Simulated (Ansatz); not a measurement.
A hypothetical phase is included: elements placed on a structure type, which no database files for this compound.

By PBEsol, the system below comes out a metal.

A figure of merit of an interconnect metal is its ballistic conductance per area.

Given:

```
CELL_PARAMETERS angstrom
      4.19189     0.00000     0.00000
      0.00000     4.15868     0.00000
      0.00000     0.00000     4.19189
ATOMIC_POSITIONS crystal
  W  0.00000 0.00000 0.00000
  W  0.50000 0.00000 0.50000
  W  0.00000 0.50000 0.50000
  W  0.50000 0.50000 0.00000
  N  0.00000 0.00000 0.50000
  N  0.50000 0.00000 0.00000
```

The cell was relaxed by PBE-D3(BJ); by PBEsol it stands under a pressure of -2.4 GPa.

The current flows along the normal of the first two printed cell vectors, the (100) plane of the conventional cell. No spin-orbit coupling; the value is a mean over 0.1 eV about the Fermi level.

Estimate the ballistic conductance per area that Ansatz (a quantum-chemistry and plane-wave program) with PBEsol returns for this system.

1.1 × 10¹⁵ S/m² for both spins.
